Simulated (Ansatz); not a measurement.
Take CdS in the wurtzite structure (space group P6_3mc, No. 186; a = 4.196 Å, c = 6.830 Å) as the base.

The values are results of PBE (Ansatz, an electronic-structure program, PAW, without spin-orbit coupling), not measurements.

Strains are applied to the cell and any free atomic positions relax.

One change was made to it. Results:

The pressure (mean of the normal stresses, compression positive) goes from zero to -0.92 GPa; the valence-band top at Γ (three highest levels, from the VBM) is still 0.00, 0.00, -0.04 eV; the mean gap deformation potential ΔEg/Δln V is -2.4 eV.

Q: Name the change that was made.
(A) isotropic strain +3.00 %
(B) isotropic strain +0.60 %
(C) isotropic strain +2.40 %
(D) isotropic strain +1.80 %

A: B, isotropic strain +0.60 %. For comparison, the valence-band top at Γ in the other runs: isotropic strain +1.80 % gives 0.00, 0.00, -0.03 eV; isotropic strain +3.00 % gives 0.00, 0.00, -0.03 eV; isotropic strain +2.40 % gives 0.00, 0.00, -0.03 eV.

Stability against distortions was not tested.
